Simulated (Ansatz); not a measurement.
Start from Se (space group P3_121, No. 152; a = 4.5066 Å, c = 4.9888 Å; made of chains). Axes: x lies along a and z along c of the hexagonal cell.

Computed with r2SCAN/PAW in Ansatz (a program for electronic structure), without spin-orbit coupling, earlier PAW set.

Strains are applied to the cell and any free atomic positions relax; under biaxial strain the out-of-plane vector relaxes too.

One change was made to it. Results:

The electron mass changes from 0.18 mₑ along c, 0.43 mₑ across (at H) to 0.15 mₑ out of plane, 0.32 mₑ in plane (at H); the shortest interatomic distance increases by 0.010 Å (2.373 Å → 2.383 Å); the band gap drops by 0.23 eV, from 1.33 eV to 1.10 eV.

### Question
Which of these changes matches the shifts?
(A) biaxial strain −3.27 %, plane normal [001], relaxed out of plane
(B) biaxial strain −2.46 %, plane normal [001], relaxed out of plane
(C) isotropic strain +0.66 %
(D) uniaxial strain ε_yy = +1.20 %

### Answer
A, biaxial strain −3.27 %, plane normal [001], relaxed out of plane. For comparison, the band gap in the other runs: uniaxial strain ε_yy = +1.20 % gives 1.35 eV; biaxial strain −2.46 %, plane normal [001], relaxed out of plane gives 1.16 eV; isotropic strain +0.66 % gives 1.30 eV.

Masses are band curvatures over ±0.01 Å⁻¹ around the edge. No phonon test of stability was made. No dispersion term is included, though the crystal is made of layers, chains or molecules, so its spacings can come out too wide.
